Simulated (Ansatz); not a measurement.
# Gd in the hcp (Mg type) structure (space group P6_3/mmc, No. 194; ferromagnetic)

```
Gd
1.0
    3.64818     0.00000     0.00000
   -1.82409     3.15942     0.00000
    0.00000     0.00000     5.83429
Gd
2
Cartesian
  0.00000   2.10628   4.37572
  1.82409   1.05314   1.45857
```

Computed with PBE (Ansatz, a program for electronic structure, PAW, no spin-orbit coupling), earlier PAW set. k-mesh 15×15×8 (Γ-centred); smearing 0.05 eV (Fermi–Dirac).

| Item | Value |
|---|---|
| Volume per atom | 33.62 Å³ |
| Density | 7.77 g/cm³ |
| Band gap | zero |
| Magnetic state | ferromagnetic |
| Total energy | -9332.680 eV/atom (σ→0; compares only within this code and set-up) |

The magnetic state is the one reached from the starting moments; the real material's order can differ, and small cells can't hold many antiferromagnetic ones. The state of the 4f shell was not checked for lower solutions. Whether these cells are dynamically stable was not tested.
